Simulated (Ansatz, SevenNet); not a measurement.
For cubic perovskite KZnF3, the machine-learned potential SevenNet-l3i5 (trained on PBE and PBE+U data) gives:

```
Property                           Value
------------------------------  --------
elastic constant C11             124 GPa
elastic constant C44            31.5 GPa
Voigt–Reuss–Hill shear modulus  34.3 GPa
```

Q: What does PBE0 (Ansatz, a first-principles code, PAW) give for the same quantities?

A: 
- elastic constant C11: 131 GPa (rises by 5.6 %)
- elastic constant C44: 35.8 GPa (increases by 14 %)
- Voigt–Reuss–Hill shear modulus: 37.4 GPa (goes up by 9.0 %)

For comparison: elastic constant C11 134 ± 1 GPa (measured, temperature not stated, no zero-point or thermal correction; as tabulated in Vaitheeswaran et al. (2016), arXiv:1609.00541); elastic constant C44 38.1 GPa (measured, temperature not stated, no zero-point or thermal correction; as tabulated in Vaitheeswaran et al. (2016), arXiv:1609.00541).

Changes are worked out from the printed values.

Unless a cell is named, each level is at its own relaxed cell (SevenNet-l3i5 14.06, PBE0 13.55 Å³/atom).

Ansatz's density-functional and Hartree–Fock values are scalar-relativistic unless marked +SOC, with PAW data made under PBE.
